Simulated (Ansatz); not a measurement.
Point defect O interstitial in beta tin

Method: PBE, PAW (plane waves to 420 eV; Ansatz, a quantum-chemistry and plane-wave program). Set-up: 32-site cell; 5×5×3 Γ-centred k-points; start: void with 5Sn nearest; no spin–orbit coupling; not converged in cell size; the relaxation kept the symmetry of the starting site; relaxed from one start, so a lower configuration may exist.

Neighbours after relaxation, in Å: of the O atom: Sn 2.18, Sn 2.18, Sn 2.36, Sn 2.36.

Formation energies E_f are those of the neutral cell. Chemical conditions: impurity bounded by its compound with the host (Δμ(O) = -2.56 eV, bounded by litharge SnO; only phases computed here count, gases as isolated molecules at 0 K). Reference phases: O: O2 molecule in a box.

The name describes the start; the neighbours show where the added atom ended.

| charge | moment (μB) | largest move off a lattice site (Å) | E_f, impurity bounded by its compound with the host (eV) |
|---|---|---|---|
| 0 | not spin-polarised | 0.52 | 1.12 |
